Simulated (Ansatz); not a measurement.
## GeSe₂ (model structure, started from the 3R-MoS2 type, R3m, No. 160, 3 atoms in the cell): formation enthalpy by level of theory

No measured value is used here.

```json
[
 {"level (code)": "PBE (Ansatz)", "value (eV/atom)": "?"},
 {"level (code)": "PBEsol (Ansatz)", "value (eV/atom)": "0.019"},
 {"level (code)": "PBE-D3(BJ) (Ansatz)", "value (eV/atom)": "0.020"}
]
```

Complete the blanks.


- PBE (Ansatz, a first-principles code), value (eV/atom): 0.075

Each level is taken at its own relaxed cell. Ansatz's density-functional and Hartree–Fock values are scalar-relativistic unless marked +SOC, with PAW data made under PBE.

A model structure was made by putting elements into a prototype or built by hand; it is no filed structure, need not be a known phase, and can be a saddle point held by its symmetry.
